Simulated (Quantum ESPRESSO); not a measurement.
## Equation of state of hcp Re (space group 194): energy against volume (Quantum ESPRESSO, PBE)

```yaml
crystal:
  lattice:
    - [2.71092, 0.00000, 0.00000]
    - [-1.35546, 2.34773, 0.00000]
    - [0.00000, 0.00000, 4.38070]
  atoms:
    - { symbol: Re, position: [0.66667, 0.33333, 0.75000] }
    - { symbol: Re, position: [0.33333, 0.66667, 0.25000] }
```

Method: PBE, PSlibrary PAW (PBE) pseudopotentials (plane waves; Quantum ESPRESSO). Settings: ecutwfc = 78 Ry; ecutrho = 468 Ry; occupations = smearing; smearing = fd; degauss = 0.0036749 Ry; potentials = {Re: Re.pbe-spn-kjpaw_psl.1.0.0.UPF}; K_POINTS = automatic 24 24 13 0 0 0; conv_thr = 1e-10 Ry. The cell above is the first row's. The rows scale it uniformly. In all rows fractional positions and the k mesh are held. E is the free energy at the stated smearing, counted from the lowest row.

```csv
V (Å^3/atom),E (meV/atom)
13.941,?
14.244,36.41
14.547,10.18
14.850,0.00
15.153,4.19
15.456,21.25
15.759,49.82
16.062,88.67
16.365,136.70
```

The 8 complete rows are fitted with the third-order Birch-Murnaghan form, a cubic in V^(-2/3), E against V. With u = V^(-2/3) - 0.162, the rows have u = 0.008181, 0.005810, 0.003519, 0.001306, -0.000836, -0.002908, -0.004915, -0.006860. Least squares gives E = 13.089 - 8619.85·u + 1384850·u² + 2117731·u³. Residuals (row less fit): -0.006, 0.010, 0.003, -0.008, -0.012, 0.006, 0.012, -0.008; standard error 0.012 (degrees of freedom: 4). Its minimum lies at u = 0.003090, so V0 = (0.165090)^(-3/2) = 14.91. There d²E/du² = 2809000 and d³E/du³ = 1.271e7, so B0 = (4/9) × 14.91^(-7/3) × 2809000 × 0.160218 = 366 GPa (the last factor turns the table's units into GPa), and B0' = 4 + (2/3) × 0.165090 × (1.271e7)/2809000 = 4.5. The program's pressures in the fitted runs (not shown) pass through zero at V = 14.89, 0.15 % from this V0.

**Question.** What does the fit predict for E at V = 13.941, and how far is the calculated value from it?

**Answer.** u = 0.010638, so E = 13.089 - 8619.85 × 0.010638 + 1384850 × 0.010638² + 2117731 × 0.010638³ = 80.660 meV/atom. The calculation gives 80.54 meV/atom, 0.120 meV/atom below the prediction (0.1 % of the range of E in the table). The row lies outside the fitted rows, so this is an extrapolation. From the scatter of the fitted rows alone, a prediction at this place has a standard error of 0.036 meV/atom, so the miss is 3.4 times that.

Carrying the step between the two nearest rows on in a straight line would have given 62.64, off by 17.90; series whose last step already gives the withheld value aren't shown. The scan was laid around a cell of about the measured size, scaled by a guess for this functional; axis ratios and inner coordinates come from that cell. The runs keep the symmetry of the cell, so they don't test it for distortions. Spin polarisation is off. Spin-orbit coupling is off. The shape of the cell and the inner coordinates aren't relaxed, so V0 and B0 belong to this uniform scaling; a relaxed crystal lies no higher in energy and is usually softer. Cutoffs and mesh are single choices, not tested for convergence of this quantity. Series with a scatter that would blur these digits, or in which a gap closes, are not shown. Nor are scans whose minimum lies at an end fitted in this form.

Terms beyond the fitted order, or numerical noise in single rows, can give a miss of this size; the table doesn't tell which.
